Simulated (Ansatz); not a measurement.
**Effect of isotropic strain +1.00 % on PbS**

The parent structure is PbS in the rock salt structure (space group Fm-3m, No. 225; a = 6.009 Å).

Modification: an isotropic linear strain of +1.00 %, atoms relaxed at fixed cell.

Method: Ansatz (an electronic-structure program) PBE, scalar-relativistic without spin-orbit coupling. Settings: 10×10×10 k-points, 0.05 eV Fermi–Dirac smearing.

```json
[
 {"quantity": "space group", "base": "Fm-3m (No. 225)", "changed": "Fm-3m (No. 225)", "shift": "–"},
 {"quantity": "shortest interatomic distance", "base": "3.004 Å", "changed": "3.034 Å", "shift": "+0.030 Å"},
 {"quantity": "energy relative to the base (free energy F)", "base": "0 meV/atom", "changed": "+3.9 meV/atom", "shift": "+3.9 meV/atom"},
 {"quantity": "band gap", "base": "0.49 eV", "changed": "0.59 eV", "shift": "+0.093 eV"},
 {"quantity": "gap character", "base": "direct at L", "changed": "direct at L", "shift": "–"},
 {"quantity": "mean gap deformation potential ΔEg/Δln V", "base": "–", "changed": "+3.1 eV", "shift": "–"},
 {"quantity": "width of the top valence band", "base": "3.16 eV", "changed": "2.95 eV", "shift": "-0.21 eV"},
 {"quantity": "electron mass", "base": "0.16 mₑ (at L)", "changed": "0.18 mₑ along k, 0.16 mₑ across (at L)", "shift": "–"},
 {"quantity": "valley order (the lowest conduction-band minima on the path, energy above the VBM, named in the base's zone)", "base": "L along ⟨111⟩ 0.49 eV; a point along ⟨110⟩, about 0.6 Å⁻¹ from Γ 1.36 eV", "changed": "L along ⟨111⟩ 0.59 eV; a point along ⟨110⟩, about 0.6 Å⁻¹ from Γ 1.43 eV", "shift": "–"}
]
```

Spin-orbit coupling, missing from the scalar runs, can matter with Pb. Effective masses come from finite differences of ±0.01 Å⁻¹. Along k means along the line from Γ to the band edge. No phonon test of stability was made.
